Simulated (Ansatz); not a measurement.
## A computed series for HfSi2: response to strain

Consider HfSi2 (space group Cmcm, No. 63; a = 3.683 Å, b = 14.598 Å, c = 3.658 Å). Axes: x, y, z lie along a, b, c of the conventional cell.

Strains are applied to the cell and any free atomic positions relax; under biaxial strain the out-of-plane vector relaxes too.

Method: PBE (Ansatz, a quantum-chemistry and plane-wave program; PAW; 420 eV plane waves; no SOC).

Notes on the quantities. pressure: mean of the normal stresses, compression positive; energy relative to the base: free energy F.

| variant | pressure | volume per atom | energy relative to the base |
|---|---|---|---|
| base | 0.0 GPa | 16.39 Å³ | 0 meV/atom |
| biaxial strain −1.43 %, plane normal [001], relaxed out of plane | 2.4 GPa | 16.07 Å³ | +5.1 meV/atom |
| biaxial strain −1.24 %, plane normal [001], relaxed out of plane | 2.0 GPa | 16.11 Å³ | +3.8 meV/atom |
| biaxial strain −0.91 %, plane normal [001], relaxed out of plane | 1.5 GPa | 16.18 Å³ | +2.0 meV/atom |
| biaxial strain +2.34 %, plane normal [001], relaxed out of plane | -3.4 GPa | 16.92 Å³ | +13 meV/atom |

Without a gap, meshes like the base's 13×13×13 leave anisotropic stresses uncertain by several tenths of a GPa, and small strain energies with them. Whether these cells are dynamically stable was not tested. All final runs are without spin polarisation.
